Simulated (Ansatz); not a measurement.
The reference is Ni in the simple cubic structure (space group Pm-3m, No. 221; a = 2.332 Å; ferromagnetic; a hypothetical phase, not in the database extracts checked; relaxed with 0.1 eV smearing). Axes: x, y, z lie along the cube axes.

(Cell as relaxed with PBE.)

Levels (all Ansatz, an electronic-structure program, PAW): PBE (420 eV, spin-orbit coupling left out); PBEsol (420 eV, no spin-orbit coupling).

Each level relaxes its own structure.

```
base                      PBE    PBEsol
-------------------  --------  --------
volume per atom      12.68 Å³  12.02 Å³
lattice parameter a   2.332 Å   2.291 Å
band gap                 zero      zero
largest site moment   0.58 μB   0.53 μB
```

Perturbation: strain tensor (xx, yy, zz, yz, xz, xy) = (−0.63, −1.86, −1.10, −1.19, +0.40, −0.51) %; the atoms relax in the strained cell.

| quantity | PBE | PBEsol |
|---|---|---|
| energy relative to the base (free energy F) | +7.4 meV/atom | (withheld) |
| stress (xx, yy, zz, yz, xz, xy; compression positive) | (3.4, 7.9, 5.1, -0.9, 0.3, -0.4) GPa | (withheld) |

Problem. Given the PBE results, estimate those of PBEsol.

Solution. 
- energy relative to the base (free energy F), PBEsol: +8.4 meV/atom
- stress (xx, yy, zz, yz, xz, xy; compression positive), PBEsol: (4.1, 9.3, 6.0, -1.1, 0.3, -0.4) GPa

PBE's energy relative to the base lies 0.9 meV/atom below PBEsol's. Neither level is exact; PBEsol is the comparison here, not a measurement.

The magnetic state is the one reached from the starting moments; the real material's order can differ, and small cells can't hold many antiferromagnetic ones. No phonon test of stability was made.
